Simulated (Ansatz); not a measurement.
The reference is MoS₂ in the 3R-MoS2 type structure (space group R3m, No. 160; a = 3.153 Å, c = 17.994 Å (hexagonal axes); layered, stacked along the Cartesian z axis).

Computed with PBE-D3(BJ) (Ansatz, a quantum-chemistry and plane-wave program; PAW; 420 eV plane waves; no SOC), earlier PAW set.

Base values:

| Quantity | Result |
|---|---|
| Hole mass | 1.0 mₑ along k, 0.59 mₑ across (at T) |
| Band gap | 0.77 eV |
| Width of the top valence band | 1.86 eV |

Perturbation: every lattice vector is shortened by 1.86 %; the atoms relax in the strained cell.

Predict the new energy relative to the base, hole mass, band gap, largest internal atomic displacement and width of the top valence band.

The energy increases by 14 meV/atom; the hole mass goes from 1.0 mₑ along k, 0.59 mₑ across (at T) to 1.0 mₑ along k, 0.58 mₑ across (at T); the band gap decreases by 0.13 eV (0.77 eV → 0.64 eV); the largest internal atomic displacement amounts to 0.044 Å; the width of the top valence band goes up by 0.05 eV (1.86 eV → 1.91 eV).

Masses are band curvatures over ±0.01 Å⁻¹ around the edge. Along k means along the line from Γ to the band edge. Whether these cells are dynamically stable was not tested.
